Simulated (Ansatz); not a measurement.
Start from SiC in the wurtzite structure (space group P6_3mc, No. 186; a = 3.076 Å, c = 5.048 Å).

The values are results of Ansatz (a program for electronic structure) PBEsol, spin-orbit coupling left out, not measurements.

For the base:

```
Property           Result
---------------  --------
Band gap          2.12 eV
Volume per atom  10.34 Å³
```

Modification: a hydrostatic pressure of 30 GPa.

Problem. How does this affect the band gap and volume per atom?

Solution. The band gap falls by 0.20 eV, from 2.12 eV to 1.92 eV; the volume per atom falls by 1.07 Å³ (10.34 Å³ → 9.27 Å³).

Load acts through the strain it causes; cell and atoms are relaxed under it. No phonon test of stability was made. Competing high-pressure phases were not computed.
